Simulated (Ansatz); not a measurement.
## Re in the diamond structure (space group Fd-3m, No. 227; a hypothetical phase, not in the database extracts checked)

```cif
data_Re2
_chemical_formula_sum 'Re2'
_space_group_name_H-M_alt 'P 1'
_space_group_IT_number 1
_cell_length_a 3.95538
_cell_length_b 3.95538
_cell_length_c 3.95538
_cell_angle_alpha 60.000
_cell_angle_beta 60.000
_cell_angle_gamma 60.000
loop_
_space_group_symop_operation_xyz
  'x, y, z'
loop_
_atom_site_label
_atom_site_type_symbol
_atom_site_fract_x
_atom_site_fract_y
_atom_site_fract_z
_atom_site_occupancy
Re1 Re 0.25000 0.25000 0.25000 1
Re2 Re 0.00000 0.00000 0.00000 1
```

The values are results of plane-wave PAW DFT at the PBEsol level (Ansatz, a first-principles code, 420 eV), no spin-orbit coupling, not measurements. Settings: 14×14×14 k-points, 0.05 eV Fermi–Dirac smearing.

* **Volume per atom**: 21.88 Å³
* **Density**: 14.13 g/cm³
* **Band gap**: zero
* **Total energy**: -10735.438 eV/atom (σ→0; compares only within this code and set-up)

Whether these cells are dynamically stable was not tested. The final runs are not spin-polarised.
